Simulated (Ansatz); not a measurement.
The starting structures come from a database of crystals and need not be the phases stable at ambient conditions.

By PBEsol, the system below comes out a metal.

The ballistic (Sharvin) conductance counts the channels at the Fermi level: G/A = (e²/h) × channels of both spins per area.

Input:

```yaml
crystal:
  lattice:
    - [2.95168, 0.00000, 0.00000]
    - [0.00000, 5.89819, 0.00000]
    - [1.47584, 0.00000, 2.63292]
  atoms:
    - { symbol: Nb, position: [0.00000, 0.50000, 0.00000] }
    - { symbol: Nb, position: [0.00000, 0.00000, 0.00000] }
    - { symbol: N, position: [0.66667, 0.75000, 0.66667] }
    - { symbol: N, position: [0.33333, 0.25000, 0.33333] }
```

Space group of this cell: Cmcm. The cell is strained (lengths along the current scaled by 1.03, ions clamped); by PBEsol its mean pressure is -20.6 GPa.

The current flows along the normal of the first two printed cell vectors. No spin-orbit coupling; the value is a mean over 0.1 eV about the Fermi level.

Task: Give the ballistic conductance per area that PBEsol (Ansatz, a program for electronic structure) yields.

Result: 0.50 × 10¹⁵ S/m² for both spins.
